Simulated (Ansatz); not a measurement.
A computed series for ZnSe: response to strain

Consider ZnSe in the zinc blende structure (space group F-43m, No. 216; a = 5.6656 Å).

Strains are applied to the cell and any free atomic positions relax.

Calculations: Ansatz (an electronic-structure program) r2SCAN, scalar-relativistic without spin-orbit coupling.

```json
[
 {"change": "base", "volume per atom": "22.73 Å³", "width of the top valence band": "2.71 eV", "band gap": "1.87 eV", "electron mass": "0.12 mₑ (at Γ)"},
 {"change": "isotropic strain −3.00 %", "volume per atom": "20.75 Å³", "width of the top valence band": "3.18 eV", "band gap": "2.27 eV", "electron mass": "0.14 mₑ (at Γ)"},
 {"change": "isotropic strain −2.50 %", "volume per atom": "21.07 Å³", "width of the top valence band": "3.10 eV", "band gap": "2.20 eV", "electron mass": "0.14 mₑ (at Γ)"},
 {"change": "isotropic strain −2.00 %", "volume per atom": "21.40 Å³", "width of the top valence band": "3.01 eV", "band gap": "2.13 eV", "electron mass": "0.13 mₑ (at Γ)"},
 {"change": "isotropic strain −1.50 %", "volume per atom": "21.72 Å³", "width of the top valence band": "2.93 eV", "band gap": "2.07 eV", "electron mass": "0.13 mₑ (at Γ)"},
 {"change": "isotropic strain −1.00 %", "volume per atom": "22.06 Å³", "width of the top valence band": "2.86 eV", "band gap": "2.00 eV", "electron mass": "0.13 mₑ (at Γ)"},
 {"change": "isotropic strain −0.50 %", "volume per atom": "22.39 Å³", "width of the top valence band": "2.78 eV", "band gap": "1.93 eV", "electron mass": "0.13 mₑ (at Γ)"}
]
```

Effective masses come from finite differences of ±0.01 Å⁻¹. Stability against distortions was not tested.
